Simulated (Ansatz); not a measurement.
**Hypothetical fluorite TeO2: pressure series**

Consider TeO2 in the fluorite structure (space group Fm-3m, No. 225; a = 5.3853 Å; a hypothetical phase, not in the database extracts checked).

Cell and atoms are relaxed at each pressure.

All numbers come from Kohn–Sham DFT with the PBE functional, run in Ansatz (a first-principles code) with PAW and 420 eV plane waves, scalar-relativistic without spin-orbit coupling, earlier PAW set.

```
pressure (GPa)  volume per atom (Å³/atom)
--------------  -------------------------
-2                                 13.182
-1                                 13.097
0                                  13.015
4.2                                12.698
9                                  12.381
18                                 11.882
30                                      ?
45                                 10.811
60                                 10.376
```

### Question
Fit the third-order Birch–Murnaghan form P(V) = (3B₀/2)[(V₀/V)^(7/3) − (V₀/V)^(5/3)]·[1 + (3/4)(B₀′ − 4)((V₀/V)^(2/3) − 1)] (squares taken in P) to the rows shown and predict the withheld row.

### Answer
Least squares on the printed values gives V₀ = 13.015 Å³/atom, B₀ = 163 GPa, B₀′ = 4.3; this predicts 11.344 Å³/atom, and the run gives 11.346 Å³/atom, 0.002 higher.

Load acts through the strain it causes; cell and atoms are relaxed under it. No phonon test of stability was made. No other phases were tried under pressure.
